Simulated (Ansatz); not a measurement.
The starting structures come from a database of crystals and need not be the phases stable at ambient conditions.

By PBEsol, the system below comes out a metal.

The ballistic (Sharvin) conductance counts the channels at the Fermi level: G/A = (e²/h) × channels of both spins per area.

Data:

```
CELL_PARAMETERS angstrom
      2.81164     0.00000     0.00000
      0.00000     2.81164     0.00000
      0.00000     0.00000     2.81164
ATOMIC_POSITIONS crystal
  Be 0.00000 0.00000 0.00000
  Pd 0.50000 0.50000 0.50000
```

The cell is taken as given; by PBEsol it stands under a pressure of -2.7 GPa.

The current flows along the normal of the first two printed cell vectors, the (001) plane of the conventional cell. No spin-orbit coupling; the value is a mean over 0.1 eV about the Fermi level.

Problem. Estimate the ballistic conductance per area that PBEsol run with Ansatz (a quantum-chemistry and plane-wave program) returns for this system.

Solution. 0.93 × 10¹⁵ S/m² for both spins.
